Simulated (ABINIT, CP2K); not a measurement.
A CP2K input for a self-consistent single point of CsLuS2 (P6_3/mmc, 8 atoms in the cell) (DFT LDA (Pade form), GPW, DZVP-MOLOPT-SR-GTH basis, GTH-PADE potentials (GTH_POTENTIALS)):

```
&GLOBAL
  PROJECT run
  RUN_TYPE ENERGY_FORCE
  PRINT_LEVEL LOW
&END GLOBAL
&FORCE_EVAL
  METHOD Quickstep
  STRESS_TENSOR ANALYTICAL
  &DFT
    BASIS_SET_FILE_NAME BASIS_MOLOPT
    BASIS_SET_FILE_NAME BASIS_MOLOPT_UCL
    POTENTIAL_FILE_NAME GTH_POTENTIALS
    &QS
      METHOD GPW
      EPS_DEFAULT 1E-10
    &END QS
    &MGRID
      CUTOFF 500
      REL_CUTOFF 60
      NGRIDS 5
    &END MGRID
    &SCF
      SCF_GUESS ATOMIC
      EPS_SCF 1E-6
      MAX_SCF 100
      ADDED_MOS 15
      &DIAGONALIZATION
        ALGORITHM STANDARD
      &END DIAGONALIZATION
      &MIXING
        METHOD BROYDEN_MIXING
        ALPHA 0.2
        NBUFFER 10
      &END MIXING
    &END SCF
    &KPOINTS
      SCHEME MONKHORST-PACK 5 5 1
    &END KPOINTS
    &XC
      &XC_FUNCTIONAL PADE
      &END XC_FUNCTIONAL
    &END XC
    &PRINT
      &MO
        EIGENVALUES T
        OCCUPATION_NUMBERS T
        NDIGITS 8
        FILENAME mo
        &EACH
          QS_SCF 0
        &END EACH
        ADD_LAST NUMERIC
      &END MO
      &MULLIKEN OFF
      &END MULLIKEN
    &END PRINT
  &END DFT
  &SUBSYS
    &CELL
      A 3.98921000 0.00000000 0.00000000
      B -1.99460500 3.45475700 0.00000000
      C 0.00000000 0.00000000 16.05658000
      PERIODIC XYZ
    &END CELL
    &COORD
      SCALED
      Cs       0.33333300     0.66666700     0.25000000
      Cs       0.66666700     0.33333300     0.75000000
      Lu       0.00000000     0.00000000     0.50000000
      Lu       0.00000000     0.00000000     0.00000000
      S        0.33333300     0.66666700     0.91088000
      S        0.66666700     0.33333300     0.08912000
      S        0.66666700     0.33333300     0.41088000
      S        0.33333300     0.66666700     0.58912000
    &END COORD
    &KIND Cs
      BASIS_SET DZVP-MOLOPT-SR-GTH-q9
      POTENTIAL GTH-PADE-q9
    &END KIND
    &KIND Lu
      BASIS_SET DZVP-MOLOPT-SR-GTH-q25
      POTENTIAL GTH-PADE-q25
    &END KIND
    &KIND S
      BASIS_SET DZVP-MOLOPT-SR-GTH-q6
      POTENTIAL GTH-PADE-q6
    &END KIND
  &END SUBSYS
  &PRINT
    &FORCES ON
    &END FORCES
    &STRESS_TENSOR ON
    &END STRESS_TENSOR
  &END PRINT
&END FORCE_EVAL
```

**Question.** Write the same calculation as an input for ABINIT.

**Answer.** This is the input that was run; spellings and numerical settings could be chosen otherwise.

```
# CsLuS2, JTH v2.0 LDA PAW
pp_dirpath "./"
pseudos "Cs.LDA_PW-JTH.xml, Lu.LDA_PW-JTH.xml, S.LDA_PW-JTH.xml"
acell 3.9892098839 3.9892098839 16.0565800000 Angstrom
rprim
         1.0000000000    0.0000000068    0.0000000000
        -0.5000000058    0.8660254004    0.0000000000
         0.0000000000    0.0000000000    1.0000000000
natom 8
ntypat 3
znucl 55 71 16
typat 1 1 2 2 3 3 3 3
xred
         0.3333333333    0.6666666667    0.2500000000
         0.6666666667    0.3333333333    0.7500000000
         0.0000000000    0.0000000000    0.5000000000
         0.0000000000    0.0000000000    0.0000000000
         0.3333333333    0.6666666667    0.9108800000
         0.6666666667    0.3333333333    0.0891200000
         0.6666666667    0.3333333333    0.4108800000
         0.3333333333    0.6666666667    0.5891200000
ecut 24
pawecutdg 48
pawxcdev 0
occopt 1
nband 48
kptopt 1
ngkpt 5 5 1
nshiftk 1
shiftk 0 0 0
nstep 100
tolvrs 1.0e-12
diemac 9
prtwf 0
prtden 0
```

Basis, cutoffs, solver keys and any potentials are the target program's own. This input uses DFT, LDA (PW92), plane waves, PAW (JTH v2.0 LDA PAW). LDA parametrisations can differ slightly between programs.

The starting cell comes from a database of computed structures (which also holds hypothetical and non-ambient phases and stackings), without a prior relaxation at this level.
